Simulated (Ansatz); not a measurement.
A self-consistent single point of NbP (Imm2, 4 atoms in the cell) with Ansatz (a program for electronic structure).

Computed with PBEsol, default PAW files made with PBE (plane waves; Ansatz).

```xyz
4
Lattice="-1.6833 1.6833 5.7688 1.6833 -1.6833 5.7688 1.6833 1.6833 -5.7688" Properties=species:S:1:pos:R:3 pbc="T T T"
Nb     0.0000     0.0000     8.7018
Nb     1.6833     0.0000     5.7674
P      0.0000     0.0000     3.8391
P      1.6833     0.0000     0.9547
```

Reference input (self-consistent single point, DFT, PBEsol, plane waves, default PAW files made with PBE): basis.ecutwfc = 420 eV; kpoints.mp_grid.grid = 10 10 10; hamiltonian.xc = pbesol; hamiltonian.pseudopotentials = {kind: paw} (the program's default PAW files); scf.occupations.method = gaussian; scf.occupations.width = 0.2 eV. This run's input differs from it in these lines:

Ansatz 0.2 input:
```diff
@@ -13,3 +13,3 @@
 kpoints:
-  mp_grid: { grid: [10, 10, 10] }
+  mp_grid: { grid: [16, 16, 16] }
 hamiltonian:
@@ -18,3 +18,3 @@
 scf:
-  occupations: { method: gaussian, width: 0.2 }
+  occupations: { method: fermi_dirac, width: 0.2 }
 output:
```

The program printed (abridged):

```
SCF iter   1: F=—  HF=-10475.372480 eV  |F-HF|=—  |Δ(HF+E_count)|=         —  Δρ=7.45e-3  dr2=2.16e-2  ethr=1.77e-3  ⟨swp⟩=5.1  Hψ=70850  notcnv=0
all-band conjugate gradients solve this SCF's bands
preconditioner: auto → Kerker (q_TF=auto, 2.470 Å⁻¹)
SCF iter   2: F=—  HF=-10475.370795 eV  |F-HF|=—  |Δ(HF+E_count)|=   1.69e-3  Δρ=4.22e-3  dr2=6.88e-3  ethr=5.99e-5  ⟨swp⟩=1.0  Hψ=19872  notcnv=0
SCF iter   3: F=—  HF=-10475.370363 eV  |F-HF|=—  |Δ(HF+E_count)|=   4.32e-4  Δρ=4.76e-4  dr2=1.66e-4  ethr=1.91e-5  ⟨swp⟩=2.8  Hψ=24066  notcnv=0
SCF iter   4: F=—  HF=-10475.370336 eV  |F-HF|=—  |Δ(HF+E_count)|=   2.63e-5  Δρ=8.54e-5  dr2=5.31e-6  ethr=4.60e-7  ⟨swp⟩=2.6  Hψ=20723  notcnv=0
SCF iter   5: F=—  HF=-10475.370332 eV  |F-HF|=—  |Δ(HF+E_count)|=   4.50e-6  Δρ=1.60e-5  dr2=2.37e-7  ethr=1.47e-8  ⟨swp⟩=2.6  Hψ=22051  notcnv=0
SCF iter   6: F=-10475.370332 eV  HF=-10475.370332 eV  |F-HF|=5.73e-9  |Δ(HF+E_count)|=   2.55e-8  Δρ=3.87e-6  dr2=1.44e-8  ethr=2.78e-10  ⟨swp⟩=5.1  Hψ=58534  notcnv=0
SCF 1 converged in 6 iterations: F = -10475.370332 eV  dr2 = 1.44e-8
Free energy (F): -10475.370332 eV
Internal energy: -10475.180658 eV  (E = F + TS)
E sigma→0 (E₀):  -10475.275495 eV
Entropy (-TS):   -0.189674 eV (-47.418 meV/atom)
Fermi energy:    14.509793 eV
--- Forces (eV/Å), atoms counted from 1 ---
  atom   1  Nb     0.00000000     0.00000000    -0.68772628
  atom   2  Nb     0.00000000     0.00000000     0.19017279
  atom   3  P      0.00000000     0.00000000     0.26885057
  atom   4  P      0.00000000     0.00000000     0.22871264
--- Stress (GPa, compression-positive) ---
       -8.046730       0.000000       0.000000
        0.000000      -8.845286       0.000000
        0.000000       0.000000      -8.918309
  P = ⅓ Tr σ = -8.6034 GPa (-86.034 kbar)
  The stress holds the Pulay correction. Without it, at fixed plane waves, as pw.x and ABINIT print it: P = -8.6293 GPa
```

The run converged in 6 iterations. Against the reference run the free energy goes down by 17.1 meV/atom, the pressure goes from -8.85 to -8.60 GPa and the largest force goes from 0.710 to 0.688 eV/Å.

The starting cell comes from a database of computed structures (which also holds hypothetical and non-ambient phases and stackings), without a prior relaxation at this level. Its lattice was rescaled by up to half a per cent. One atom was moved a little off its site on purpose. Spin polarisation is off. With a pressure of about -9 GPa the cell is away from its equilibrium volume at this level. Ansatz's pressure includes its estimate of the finite-basis (Pulay) stress.

Cost on one core of a shared machine: roughly 80 s.
